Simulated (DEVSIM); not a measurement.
# Schottky contact on n-type Si

Structure: Schottky contact on n-type Si, at 300 K.

| layer (left to right) | material | thickness (μm) | Nd (cm⁻³) | τn (s) | τp (s) |
|---|---|---|---|---|---|
| 1 | Si | 1.50 | 8.4e16 | 2.7e-7 | 8.1e-9 |

Left contact: Schottky, work function 4.89 eV, emission velocity 3.8e6 cm/s. Right contact: ohmic. Voltage is applied to the left contact. Recombination: SRH at mid-gap, radiative. Mobility is μmin + (μ − μmin)/(1 + (N/Nref)^α).

This is a model device: material constants are rounded textbook-type values typed into the input, and sizes, dopings and lifetimes were drawn at random. Values at 300 K.

| parameter | Si |
|---|---|
| gap (eV) | 1.124 |
| affinity (eV) | 4.05 |
| permittivity | 11.7 |
| Nc (cm⁻³) | 2.86e19 |
| Nv (cm⁻³) | 3.1e19 |
| μn (cm²/Vs) | 1417 |
| μp (cm²/Vs) | 470 |
| μn,min | 52 |
| μp,min | 45 |
| Nref,n | 9.7e16 |
| Nref,p | 2.2e17 |
| αn | 0.68 |
| αp | 0.72 |
| B (cm³/s) | 4.7e-15 |

Simulated with DEVSIM: 1D drift-diffusion, Boltzmann statistics, complete ionisation; no tunnelling, impact ionisation, image-force lowering or self-heating. Metal contacts follow the ideal Schottky-Mott rule: no Fermi-level pinning, no interface dipoles.

The potential step across the device at zero bias is 0.689 V and the largest field in the device at zero bias is 130000 V/cm. The dark forward voltage at 1 A/cm² is 0.411 V. The dark forward voltage at 100 A/cm² is 0.532 V.

Dark reverse current:

| V (V) | J (A/cm²) |
|---|---|
| -0.04 | -1.1e-7 |
| -0.10 | -1.4e-7 |
| -0.20 | -1.5e-7 |
| -0.30 | -1.5e-7 |
| -0.40 | -1.6e-7 |
| -0.60 | -1.7e-7 |
| -0.80 | -1.7e-7 |
| -1.00 | -1.8e-7 |
| -1.30 | -1.9e-7 |
| -1.60 | -2.0e-7 |

Small-signal capacitance in reverse bias (quasi-static):

| V (V) | C (nF/cm²) |
|---|---|
| -0.04 | 99.5 |
| -0.1 | 95.5 |
| -0.2 | 89.8 |
| -0.3 | 85.0 |
| -0.4 | 80.9 |
| -0.6 | 74.3 |
| -0.8 | 69.0 |
| -1 | 64.7 |
| -1.3 | 59.6 |
| -1.6 | 55.5 |
